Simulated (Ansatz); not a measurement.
# A computed series for Ge: point defects

The reference is a 24-atom supercell of Ge in the diamond structure (space group Fd-3m, No. 227) at its relaxed geometry.

```xyz
24
Lattice="0.0000 5.6762 5.6762 5.6762 -5.6762 5.6762 5.6762 5.6762 0.0000" Properties=species:S:1:pos:R:3 pbc="T T T"
Ge     2.8381     2.8381     2.8381
Ge     5.6762     5.6762     2.8381
Ge     5.6762     2.8381     5.6762
Ge     2.8381     0.0000     5.6762
Ge     8.5142     2.8381     8.5142
Ge     5.6762     0.0000     8.5142
Ge     2.8381     5.6762     5.6762
Ge     5.6762     8.5142     5.6762
Ge     5.6762     0.0000     2.8381
Ge     2.8381    -2.8381     2.8381
Ge     8.5142     0.0000     5.6762
Ge     5.6762    -2.8381     5.6762
Ge     4.2571     4.2571     4.2571
Ge     1.4190     1.4190     4.2571
Ge     7.0952     4.2571     7.0952
Ge     4.2571     1.4190     7.0952
Ge     9.9333     4.2571     9.9333
Ge     7.0952     1.4190     9.9333
Ge     4.2571     1.4190     1.4190
Ge     1.4190    -1.4190     1.4190
Ge     7.0952     1.4190     4.2571
Ge     4.2571    -1.4190     4.2571
Ge     9.9333     1.4190     7.0952
Ge     7.0952    -1.4190     7.0952
```

One neutral defect a cell, atoms relaxed at fixed cell.

Method: PBEsol, PAW, 420 eV (Ansatz, a first-principles code; without spin-orbit coupling).

| variant | pressure | largest displacement of a host atom from its site in the perfect cell |
|---|---|---|
| perfect supercell | 0.0 GPa | – |
| Os on a Ge site | ___ | ___ |
| H interstitial (started 2.32 Å from the nearest host atom), symmetric start | 0.2 GPa | 0.07 Å |
| Li interstitial (started 2.46 Å from the nearest host atom) | 1.4 GPa | 0.09 Å |

Question: What belongs in the blanks?

Answer: 
- Os on a Ge site, pressure: -0.6 GPa
- Os on a Ge site, largest displacement of a host atom from its site in the perfect cell: 0.08 Å

In so small a cell the defect repeats every few ångströms: this is an ordered compound, not a dilute defect. Defects with a symmetric start kept the site's symmetry and may sit on a saddle; the others started slightly shaken. All final runs are without spin polarisation.
